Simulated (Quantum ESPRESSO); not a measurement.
**Parameter sweep on Li2MnO3 (C2/m, 12 atoms in the cell)**

```
CELL_PARAMETERS angstrom
      2.46850    -4.26600     0.00000
      2.46850     4.26600     0.00000
     -1.67574     0.00000     4.74266
ATOMIC_POSITIONS crystal
  Mn 0.83292 0.16708 0.00000
  Mn 0.16708 0.83292 0.00000
  Li 0.50000 0.50000 0.00000
  Li 0.00000 0.00000 0.50000
  Li 0.33940 0.66060 0.50000
  Li 0.66060 0.33940 0.50000
  O  0.21890 0.21890 0.22730
  O  0.78110 0.78110 0.77270
  O  0.93281 0.57519 0.22330
  O  0.42481 0.06719 0.77670
  O  0.06719 0.42481 0.77670
  O  0.57519 0.93281 0.22330
```
Moments meant for the start (each program seeds them in its own way; μB, in the order of the atoms Mn Mn Li Li Li Li O O O O O O): 4.0 4.0 0.0 0.0 0.0 0.0 0.0 0.0 0.0 0.0 0.0 0.0.

Base run A: Quantum ESPRESSO with PBEsol+U, GBRV 1.5 ultrasoft (PBESOL) pseudopotentials, self-consistent single point.

Its settings: ecutwfc = 50 Ry; ecutrho = 400 Ry; occupations = smearing; smearing = fermi-dirac; degauss = 0.0073499 Ry; nspin = 2; K_POINTS = automatic 3 3 3 0 0 0; HUBBARD = ortho-atomic; U Mn-3d 3.9 eV; conv_thr = 1e-10 Ry; mixing_beta = 0.3.

The starting cell comes from a database of published, mostly measured structures (it also holds non-ambient and calculated ones), without a prior relaxation at this level. The magnetic order is the one reached from the typed start; others were not searched systematically. With U or open f shells several self-consistent states can exist.

ΔF is the free energy per atom less that of run A. 

Run A gave: pressure (GPa) -0.54; largest force (eV/Å) 0.099; gap on the mesh (eV) 2.018; size of the net moment (μB/atom) 0.50; Hubbard energy (eV/atom) 0.403; k-points 10.

Runs:
- B: K_POINTS = automatic 2 2 2 1 1 1
- C: K_POINTS = automatic 3 3 2 1 1 1
- D: K_POINTS = automatic 3 3 3 1 1 1
- E: K_POINTS = automatic 4 4 3 1 1 1
- F: K_POINTS = automatic 3 3 3 0 0 1

What does run C change against A?

The free energy is nearly the same (within 1 meV/atom), the pressure stays at -0.54 GPa, the largest force hardly changes (0.099 to 0.097 eV/Å), the gap on the mesh goes from 2.018 to 2.157 eV and the size of the net moment stays at 0.50 μB/atom.

What does run D change against A?

The free energy stays essentially unchanged (within 1 meV/atom), the pressure moves little (-0.54 to -0.53 GPa), the largest force stays at 0.099 eV/Å, the gap on the mesh goes from 2.018 to 2.071 eV and the size of the net moment stays at 0.50 μB/atom.

```json
[
 {"run": "A", "ΔF (meV/atom)": "0.00", "pressure (GPa)": "-0.54", "largest force (eV/Å)": "0.099", "gap on the mesh (eV)": "2.018", "size of the net moment (μB/atom)": "0.50", "Hubbard energy (eV/atom)": "0.403", "k-points": "10"},
 {"run": "B", "ΔF (meV/atom)": "-1.39", "pressure (GPa)": "-0.61", "largest force (eV/Å)": "0.092", "gap on the mesh (eV)": "2.268", "size of the net moment (μB/atom)": "0.50", "Hubbard energy (eV/atom)": "0.403", "k-points": "3"},
 {"run": "C", "ΔF (meV/atom)": "-0.08", "pressure (GPa)": "-0.54", "largest force (eV/Å)": "0.097", "gap on the mesh (eV)": "2.157", "size of the net moment (μB/atom)": "0.50", "Hubbard energy (eV/atom)": "0.403", "k-points": "6"},
 {"run": "D", "ΔF (meV/atom)": "-0.04", "pressure (GPa)": "-0.53", "largest force (eV/Å)": "0.099", "gap on the mesh (eV)": "2.071", "size of the net moment (μB/atom)": "0.50", "Hubbard energy (eV/atom)": "0.403", "k-points": "10"},
 {"run": "E", "ΔF (meV/atom)": "-0.04", "pressure (GPa)": "-0.54", "largest force (eV/Å)": "0.100", "gap on the mesh (eV)": "2.063", "size of the net moment (μB/atom)": "0.50", "Hubbard energy (eV/atom)": "0.403", "k-points": "16"},
 {"run": "F", "ΔF (meV/atom)": "-0.06", "pressure (GPa)": "-0.53", "largest force (eV/Å)": "0.101", "gap on the mesh (eV)": "2.071", "size of the net moment (μB/atom)": "0.50", "Hubbard energy (eV/atom)": "0.402", "k-points": "10"}
]
```
